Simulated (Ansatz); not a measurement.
Ti2Bi2O7 (model structure, started from the pyrochlore type, Fd-3m, No. 227, 22 atoms in the cell)

The numbers are results of r²SCAN (Ansatz, a quantum-chemistry and plane-wave program, PAW), not measurements.

Settings: plane-wave cutoff 560 eV, 6×6×6 k mesh, Fermi–Dirac smearing 0.01 eV, no spin polarisation, scalar-relativistic PAW data made under PBE.

Cell (relaxed with PBEsol):

```xyz
22
Lattice="0.0000 5.1455 5.1455 5.1455 0.0000 5.1455 5.1455 5.1455 0.0000" Properties=species:S:1:pos:R:3 pbc="T T T"
Bi     1.2864     1.2864     1.2864
Bi     3.8591     3.8591     1.2864
Bi     3.8591     1.2864     3.8591
Bi     1.2864     3.8591     3.8591
Ti     6.4319     6.4319     6.4319
Ti     3.8591     3.8591     6.4319
Ti     3.8591     6.4319     3.8591
Ti     6.4319     3.8591     3.8591
O      9.7643     7.7183     7.7183
O      5.6722     7.7183     7.7183
O      7.7183     9.7643     7.7183
O      7.7183     5.6722     7.7183
O      7.7183     7.7183     9.7643
O      7.7183     7.7183     5.6722
O      5.1455     7.1916     5.1455
O      5.1455     3.0994     5.1455
O      7.1916     5.1455     5.1455
O      3.0994     5.1455     5.1455
O      5.1455     5.1455     3.0994
O      5.1455     5.1455     7.1916
O      0.0000     0.0000     0.0000
O      2.5728     2.5728     2.5728
```

For Ti2Bi2O7 (model structure, started from the pyrochlore type, Fd-3m, No. 227, 22 atoms in the cell), the band gap comes out as 3.05 eV and the direct gap at Γ is 3.60 eV.

Note: the relaxation could raise the start's symmetry but not lower it, so the cell can be a saddle point; cell and atoms aren't relaxed at this level (pressure 1.7 GPa).

Spin–orbit coupling is not included; with these elements it can move the gap by several tenths of an eV or more.

The computed numbers hold no vibrational or temperature effects.

A model structure was made by putting elements into a prototype or built by hand; it is no filed structure, need not be a known phase, and can be a saddle point held by its symmetry.
